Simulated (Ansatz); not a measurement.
Consider the following.

```yaml
crystal:
  lattice:
    - [0.00000, 1.80731, 1.74648]
    - [1.80731, 0.00000, 1.74648]
    - [1.80731, 1.80731, 0.00000]
  atoms:
    - { symbol: Cu, position: [0.00000, 0.00000, 0.00000] }
```

These are PBEsol, rigid bands (plane waves, PAW, scalar-relativistic; Ansatz, an electronic-structure program) values and carry that method's errors. Condition of this run: biaxial stress xx = yy = -2 GPa (compression positive) (the target of the relaxation). Cell: cell and atoms relaxed with PBEsol, then loaded as said.

### Question
For narrow interconnects the product ρ₀λ of bulk resistivity and mean free path ranks metals, the lower the better. What is it here?

### Answer
6.5 ×10⁻¹⁶ Ω·m².

### Question
And the Drude plasma energy and the root-mean-square Fermi velocity at 300 K?

### Answer
9.0 eV; 1.1e6 m/s.

A metal at this level (no band gap); rigid bands, thermally averaged at 300 K, both spins. Spin-orbit coupling is left out. τ is one relaxation time for all states; the product of resistivity and mean free path takes one path for all states instead.
